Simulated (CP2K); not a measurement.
**CP2K run on SrAg₅ (P6/mmm, 6 atoms in the cell): self-consistent single point**

Method: CP2K with PBEsol, GPW, DZVP-MOLOPT-SR-GTH basis, GTH-PBE potentials (GTH_POTENTIALS).

Input as run:

```
&GLOBAL
  PROJECT run
  RUN_TYPE ENERGY_FORCE
  PRINT_LEVEL LOW
&END GLOBAL
&FORCE_EVAL
  METHOD Quickstep
  STRESS_TENSOR ANALYTICAL
  &DFT
    BASIS_SET_FILE_NAME BASIS_MOLOPT
    POTENTIAL_FILE_NAME GTH_POTENTIALS
    &QS
      METHOD GPW
      EPS_DEFAULT 1E-10
    &END QS
    &MGRID
      CUTOFF 500
      REL_CUTOFF 50
      NGRIDS 5
    &END MGRID
    &SCF
      SCF_GUESS ATOMIC
      EPS_SCF 1E-7
      MAX_SCF 100
      ADDED_MOS 11
      &DIAGONALIZATION
        ALGORITHM STANDARD
      &END DIAGONALIZATION
      &MIXING
        METHOD BROYDEN_MIXING
        ALPHA 0.3
        NBUFFER 8
        BETA 1.5
      &END MIXING
      &SMEAR ON
        METHOD FERMI_DIRAC
        ELECTRONIC_TEMPERATURE [K] 580.23
      &END SMEAR
    &END SCF
    &KPOINTS
      SCHEME MONKHORST-PACK 5 5 5
    &END KPOINTS
    &XC
      &XC_FUNCTIONAL
        &PBE
          PARAMETRIZATION PBESOL
        &END PBE
      &END XC_FUNCTIONAL
    &END XC
    &PRINT
      &MO
        EIGENVALUES T
        OCCUPATION_NUMBERS T
        NDIGITS 8
        FILENAME mo
        &EACH
          QS_SCF 0
        &END EACH
        ADD_LAST NUMERIC
      &END MO
      &MULLIKEN OFF
      &END MULLIKEN
    &END PRINT
  &END DFT
  &SUBSYS
    &CELL
      ABC 5.71045000 5.71045020 4.60490000
      ALPHA_BETA_GAMMA 90.00000000 90.00000000 119.99999883
      PERIODIC XYZ
    &END CELL
    &COORD
      SCALED
      Sr       0.00000000     0.00000000     0.00000000
      Ag       0.66666700     0.33333300     0.00000000
      Ag       0.33333300     0.66666700     0.00000000
      Ag       0.50000000     0.00000000     0.50000000
      Ag       0.50000000     0.50000000     0.50000000
      Ag       0.00000000     0.50000000     0.50000000
    &END COORD
    &KIND Sr
      BASIS_SET DZVP-MOLOPT-SR-GTH
      POTENTIAL GTH-PBE-q10
    &END KIND
    &KIND Ag
      BASIS_SET DZVP-MOLOPT-SR-GTH
      POTENTIAL GTH-PBE-q11
    &END KIND
  &END SUBSYS
  &PRINT
    &FORCES ON
    &END FORCES
    &STRESS_TENSOR ON
    &END STRESS_TENSOR
  &END PRINT
&END FORCE_EVAL
```

Log, with long lists cut:

```
 GLOBAL| Method name                                                        CP2K
 GLOBAL| Project name                                                        run
 GLOBAL| Run type                                                   ENERGY_FORCE

 TOTAL NUMBERS AND MAXIMUM NUMBERS

  Total number of            - Atomic kinds:                                   2
                             - Atoms:                                          6
                             - Shell sets:                                     6
                             - Shells:                                        41
                             - Primitive Cartesian functions:                 31
                             - Cartesian basis functions:                    165
                             - Spherical basis functions:                    139

  Maximum angular momentum of- Orbital basis functions:                        3
                             - Local part of the GTH pseudopotential:          2
                             - Non-local part of the GTH pseudopotential:      4

 SCF PARAMETERS         Density guess:                                    ATOMIC
                        max_scf:                                             100
                        max_diis:                                              4
                        eps_scf:                                        1.00E-07
                        eps_diis:                                       1.00E-01
                        eps_eigval:                                     1.00E-05
                        level_shift [a.u.]:                             0.000000
                        added MOs                                        11    0
                        Mixing method:                            BROYDEN_MIXING
                                                charge density mixing in g-space
                        Smear method:                                FERMI_DIRAC
                        Electronic temperature [K]:                        580.2
                        Electronic temperature [a.u.]:                  1.84E-03
                        Accuracy threshold:                             1.00E-10
                        No outer SCF

 Extrapolation method: initial_guess

 Number of electrons:                                                         65
 Number of occupied orbitals:                                                 33
 Number of molecular orbitals:                                                44

 Number of orbital functions:                                                139
 Number of independent orbital functions:                                    139

 SCF WAVEFUNCTION OPTIMIZATION

  Step     Update method      Time    Convergence         Total energy    Change
     1 NoMix/Diag. 0.30E+00      -     1.73383556      -215.6808761521 -2.16E+02
     2 Broy./Diag. 0.30E+00      -     0.18993881      -221.3597328108 -5.68E+00
     3 Broy./Diag. 0.30E+00      -     0.24647946      -218.1215937089  3.24E+00
     4 Broy./Diag. 0.30E+00      -     0.04676629      -215.6643574564  2.46E+00
     5 Broy./Diag. 0.30E+00      -     0.01312682      -215.3218149889  3.43E-01
     6 Broy./Diag. 0.30E+00      -     0.00764332      -215.4121258767 -9.03E-02
     7 Broy./Diag. 0.30E+00      -     0.00643667      -215.4797072709 -6.76E-02
   [... 11 lines left out ...]
    19 Broy./Diag. 0.30E+00      -     0.00000081      -215.5054505771 -2.57E-06
    20 Broy./Diag. 0.30E+00      -     0.00000023      -215.5054507824 -2.05E-07
    21 Broy./Diag. 0.30E+00      -     0.00000010      -215.5054505972  1.85E-07
    22 Broy./Diag. 0.30E+00      -     0.00000011      -215.5054505466  5.05E-08
    23 Broy./Diag. 0.30E+00      -     0.00000001      -215.5054505993 -5.27E-08

  *** SCF run converged in    23 steps ***

  Electronic density on regular grids:        -64.9999999941        0.0000000059
  Core density on regular grids:               64.9999999910       -0.0000000090
  Total charge density on r-space grids:       -0.0000000031
  Total charge density g-space grids:          -0.0000000031

  Overlap energy of the core charge distribution:               0.00000001153996
  Self energy of the core charge distribution:               -358.18615008130587
  Core Hamiltonian energy:                                    113.55379222505037
  Hartree energy:                                              62.05399957618560
  Exchange-correlation energy:                                -32.92591510659295
  Electronic entropic energy:                                  -0.00117722423892
  Fermi energy:                                                 0.25207588703680

  Total energy:                                              -215.50545059933378
  Total energy (extrapolated to T->0):                       -215.50486198721433

 ENERGY| Total FORCE_EVAL ( QS ) energy [hartree]           -215.505450683019234

 FORCES| Atomic forces [hartree/bohr]
 FORCES|   Atom     x               y               z               |f|
 FORCES|      1 -1.47164578E-09  1.68227691E-08 -6.27696373E-16   1.68870158E-08
 FORCES|      2  4.15514470E-07 -3.58670341E-07 -1.73865047E-15   5.48904991E-07
 FORCES|      3 -4.19861114E-07  3.25440178E-07 -4.81870039E-16   5.31219978E-07
 FORCES|      4  5.37306062E-09 -2.44007331E-08  5.28480269E-15   2.49853068E-08
 FORCES|      5  2.28701535E-09  2.89442672E-08  4.81715427E-15   2.90344803E-08
 FORCES|      6 -4.33636732E-09  1.89805406E-08 -4.36990083E-16   1.94695918E-08
 FORCES| Sum    -2.49458048E-09  7.11668095E-09  6.81674999E-15
 FORCES| Total atomic force                                       7.54122533E-09

 STRESS| Analytical stress tensor [bar]
 STRESS|                        x                   y                   z
 STRESS|      x       -1.87328925891E+04  -1.00373310107E+00   5.46670369624E-11
 STRESS|      y       -1.00373310107E+00  -1.87338517250E+04  -4.92678154000E-10
 STRESS|      z        5.46670369624E-11  -4.92678154000E-10   1.59223016512E+02
 STRESS| 1/3 Trace                                            -1.24358404325E+04
```

The run converged in 23 iterations.

The starting cell comes from a database of computed structures (which also holds hypothetical and non-ambient phases and stackings), without a prior relaxation at this level. Values carry the incompleteness of an atom-centred basis. The potentials were made for another functional than the one used.

Cost on one core of a shared machine: roughly 70 s.
